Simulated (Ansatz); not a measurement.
The decay constant κ of evanescent states in the gap governs leakage through a thin film.

Consider the following.

```xyz
2
Lattice="4.6416 0.0000 0.0000 -2.3208 4.0198 0.0000 2.3208 -1.3399 3.7899" Properties=species:S:1:pos:R:3 pbc="T T T"
Cd     0.0000     0.0000     0.0000
Te     0.0000     2.6798     0.9475
```

Space group of this cell: F-43m, zinc blende. The cell is taken as given; by PBEsol its mean pressure is -1.3 GPa.

Transport runs along the normal of the first two printed cell vectors, the (111) plane of the conventional cell.

The gap is the functional's own. No spin-orbit coupling. Mid-gap values are interpolated on the energy grid.

Problem. Give the band gap and the smallest decay constant κ at mid-gap that PBEsol run with Ansatz (an electronic-structure program) yields.

Solution. Gap 0.55 eV on a 8×8×8 mesh; κ = 0.041 1/Å, at the zone centre.
